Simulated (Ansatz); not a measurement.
Results of r²SCAN in Ansatz (plane waves, PAW) for SiO2 (P4₁2₁2, No. 92).

Numerical settings: plane-wave cutoff 500 eV, 6×6×6 k mesh, gaussian smearing 0.02 eV, scalar-relativistic PAW data made under PBE.

Computed at the level's own relaxed cell.

What does this level give for the equilibrium volume per atom, equilibrium lattice constant a, c axis length and band gap?


- equilibrium volume per atom: 14.33 Å³/atom
- equilibrium lattice constant a: 4.984 Å
- c axis length: 6.923 Å
- band gap: 6.34 eV (on the SCF k mesh)

The computed numbers hold no vibrational or temperature effects.

Ansatz is a program for electronic structure.
